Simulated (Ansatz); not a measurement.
The reference is Na3Sb (space group P6_3/mmc, No. 194; a = 5.312 Å, c = 9.453 Å). Axes: x lies along a and z along c of the hexagonal cell.

All numbers come from PBEsol (Ansatz, a program for electronic structure), no spin-orbit coupling.

Base values:

Band gap: 0.43 eV

It is then changed as follows: biaxial strain −3.00 %, plane normal [001], relaxed out of plane (Cartesian); in-plane vectors clamped, the third vector and the atoms free.

### Question
Estimate the effect on the out-of-plane strain and band gap.

### Answer
The out-of-plane strain comes out as +0.65 %; the band gap rises by 0.05 eV (0.43 eV → 0.48 eV).

Spin-orbit coupling, missing from the scalar runs, can matter with Sb. Whether these cells are dynamically stable was not tested.
